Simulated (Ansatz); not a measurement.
Ansatz (a program for electronic structure) run on Sb (R-3m, 2 atoms in the cell): self-consistent single point.

Computed with PBEsol, default PAW files made with PBE (plane waves; Ansatz).

```yaml
crystal:
  lattice:
    - [3.97713, -2.16578, 0.00000]
    - [3.97713, 2.16578, 0.00000]
    - [2.79774, 0.00000, 3.56101]
  atoms:
    - { symbol: Sb, position: [0.23791, 0.23791, 0.23791] }
    - { symbol: Sb, position: [0.76650, 0.76650, 0.76650] }
```

Reference input (self-consistent single point, DFT, PBEsol, plane waves, default PAW files made with PBE): basis.ecutwfc = 420 eV; kpoints.mp_grid.grid = 9 9 9; hamiltonian.xc = pbesol; hamiltonian.pseudopotentials = {kind: paw} (the program's default PAW files); scf.occupations.method = fermi_dirac; scf.occupations.width = 0.1 eV. This run's input differs from it in these lines:

Ansatz 0.2 input:
```diff
@@ -12,3 +12,3 @@
   mp_grid:
-    grid: [9, 9, 9]
+    grid: [6, 6, 6]
 hamiltonian:
```

Log, with long lists cut:

```
SCF iter   1: F=—  HF=-12816.182513 eV  |F-HF|=—  |Δ(HF+E_count)|=         —  Δρ=2.62e-3  dr2=2.41e-3  ethr=1.77e-3  ⟨swp⟩=5.8  Hψ=3038  notcnv=0
all-band conjugate gradients solve this SCF's bands
preconditioner: auto → none
SCF iter   2: F=—  HF=-12816.179933 eV  |F-HF|=—  |Δ(HF+E_count)|=   2.58e-3  Δρ=1.10e-3  dr2=4.11e-4  ethr=8.04e-6  ⟨swp⟩=2.8  Hψ=1399  notcnv=0
SCF iter   3: F=—  HF=-12816.179933 eV  |F-HF|=—  |Δ(HF+E_count)|=   2.99e-8  Δρ=2.86e-4  dr2=7.07e-5  ethr=1.37e-6  ⟨swp⟩=2.0  Hψ=1092  notcnv=0
SCF iter   4: F=—  HF=-12816.179910 eV  |F-HF|=—  |Δ(HF+E_count)|=   2.29e-5  Δρ=9.42e-5  dr2=3.56e-6  ethr=2.36e-7  ⟨swp⟩=2.0  Hψ=1090  notcnv=0
SCF iter   5: F=—  HF=-12816.179911 eV  |F-HF|=—  |Δ(HF+E_count)|=   1.17e-6  Δρ=3.64e-5  dr2=5.87e-7  ethr=1.19e-8  ⟨swp⟩=2.0  Hψ=1097  notcnv=0
SCF iter   6: F=-12816.179911 eV  HF=-12816.179911 eV  |F-HF|=8.11e-10  |Δ(HF+E_count)|=   3.21e-7  Δρ=2.46e-6  dr2=1.97e-9  ethr=3.33e-10  ⟨swp⟩=6.1  Hψ=3067  notcnv=0
SCF 1 converged in 6 iterations: F = -12816.179911 eV  dr2 = 1.97e-9
Free energy (F): -12816.179911 eV
Internal energy: -12816.167129 eV  (E = F + TS)
E sigma→0 (E₀):  -12816.173520 eV
Entropy (-TS):   -0.012781 eV (-6.391 meV/atom)
Fermi energy:    9.642143 eV
--- Forces (eV/Å), atoms counted from 1 ---
  atom   1  Sb    -0.24836437    -0.00000000    -0.08225708
  atom   2  Sb     0.24836437     0.00000000     0.08225708
--- Stress (GPa, compression-positive) ---
       -1.566966       0.000000      -0.080066
        0.000000      -1.325219      -0.000000
       -0.080066      -0.000000      -1.351736
  P = ⅓ Tr σ = -1.4146 GPa (-14.146 kbar)
  The stress holds the Pulay correction. Without it, at fixed plane waves, as pw.x and ABINIT print it: P = -1.4487 GPa
```

The run converged in 6 iterations. Against the reference run the free energy falls by 4.3 meV/atom, the pressure hardly changes (-1.45 to -1.41 GPa) and the largest force goes from 0.152 to 0.262 eV/Å.

The starting cell has typed, rounded lattice constants, without a prior relaxation at this level. Its lattice was rescaled by up to half a per cent. One atom was moved a little off its site on purpose. Ansatz's pressure includes its estimate of the finite-basis (Pulay) stress.
